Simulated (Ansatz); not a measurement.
Cd₂TeSe (P-4m2, No. 115, 4 atoms in the cell; start mp-1226952) was calculated with LDA (Ansatz, a quantum-chemistry and plane-wave program, plane waves, PAW).

Settings: plane-wave cutoff 520 eV, 8×8×6 k mesh (along the axes of the cell as run), Fermi–Dirac smearing 0.01 eV, scalar-relativistic PAW data made under PBE.

Cell (relaxed with PBEsol):

Cd2SeTe is taken in the tetragonal space group P-4m2 (No. 115), Pearson symbol tP4. Lattice parameters: a = b = 4.4513 Å, c = 6.2685 Å, α = β = γ = 90.00°. Cd on 2g sees 2 Se at 2.660 Å and 2 Te at 2.787 Å (tetrahedral). Te on 1d has 4 Cd at 2.787 Å (tetrahedral). Se on 1b is coordinated by 4 Cd at 2.660 Å (tetrahedral). (Neighbours: up to the widest gap in distance over summed covalent radii, below 1.35, at either atom; cation-cation and far metal-metal contacts left out.)

Q: Estimate the band gap that the calculation returns.

A: 
* **band gap**: 0.26 eV

Note: cell and atoms aren't relaxed at this level (pressure -1.8 GPa).

Spin–orbit coupling is not included; it can close the smallest gap of 0.26 eV.

The computed numbers hold no vibrational or temperature effects.

It cost very roughly 30 core-seconds of CPU time.

A start named mp-… is a Materials Project structure, which need not be a measured phase.
